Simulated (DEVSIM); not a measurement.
Device: isotype n-n heterojunction InP/In0.53Ga0.47As, at 250 K.

| layer (left to right) | material | thickness (μm) | Nd (cm⁻³) | τn (s) | τp (s) |
|---|---|---|---|---|---|
| 1 | InP | 0.600 | 2.7e16 | 6.2e-9 | 6.2e-9 |
| 2 | In0.53Ga0.47As | 0.430 | 2.8e15 | 6.2e-9 | 6.2e-9 |

Left contact: ohmic. Right contact: ohmic. Voltage is applied to the left contact. Recombination: SRH at mid-gap, Auger. Mobility is μmin + (μ − μmin)/(1 + (N/Nref)^α).

The device is made up for the run: typed textbook-type constants, with dimensions and the other settings drawn at random. Values at 300 K; Nc and Nv go as T^1.5, mobilities as T to minus their exponent, the gap by Varshni's rule with the affinity fixed.

| parameter | InP | In0.53Ga0.47As |
|---|---|---|
| gap (eV) | 1.344 | 0.74 |
| affinity (eV) | 4.38 | 4.51 |
| permittivity | 12.5 | 13.9 |
| Nc (cm⁻³) | 5.7e17 | 2.1e17 |
| Nv (cm⁻³) | 1.1e19 | 7.7e18 |
| μn (cm²/Vs) | 5200 | 12000 |
| μp (cm²/Vs) | 170 | 300 |
| μn,min | 400 | 300 |
| μp,min | 10 | 10 |
| Nref,n | 3e17 | 1.3e17 |
| Nref,p | 4.9e17 | 4.9e17 |
| αn | 0.47 | 0.48 |
| αp | 0.62 | 0.4 |
| T exponent of μn | 2 | 1.6 |
| T exponent of μp | 2 | 1.6 |
| Cn (cm⁶/s) | 9e-31 | 5e-29 |
| Cp (cm⁶/s) | 9e-31 | 5e-29 |
| Varshni α (eV/K) | 0.000363 | 0.00035 |
| Varshni β (K) | 162 | 190 |

DEVSIM, 1D drift-diffusion, Boltzmann statistics, complete ionisation; no tunnelling, impact ionisation, image-force lowering or self-heating. Band offsets follow the typed affinities; no thermionic-emission limit at abrupt steps, no polarisation charge.

Base results: potential step across the device at zero bias (V) 0.157.

Problem. What follows from this one change: doping Nd of layer 1 2.7e+16 → 8.1e+15 cm^-3?

Solution. potential step across the device at zero bias 0.157 → 0.131 V.

Problem. What follows from this one change: doping Nd of layer 2 2.8e+15 → 8.4e+15 cm^-3?

Solution. potential step across the device at zero bias 0.157 → 0.134 V.
